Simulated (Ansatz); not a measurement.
```
Zr
1.0
    3.36059     0.00000     0.00000
   -1.68030     2.91036     0.00000
    0.00000     0.00000     5.38750
Zr
2
Direct
  0.33333   0.66667   0.75000
  0.66667   0.33333   0.25000
```

No spin polarisation.

The values are results of plane-wave PAW DFT at the PBE level (Ansatz, a first-principles code, 420 eV), no SOC, not measurements. Γ-centred 21×21×11 mesh, Fermi–Dirac width 0.1 eV.

Question: Estimate the band gap.

Answer: Zero.

Question: Estimate the pressure (mean of the normal stresses, compression positive).

Answer: -9.0 GPa.

The cells carry an imposed strain or load. Stability against distortions was not tested. All final runs are without spin polarisation. The cell was made from Zr in the hcp (Mg type) structure (space group P6_3/mmc, No. 194) by this change: isotropic strain +4.03 %.
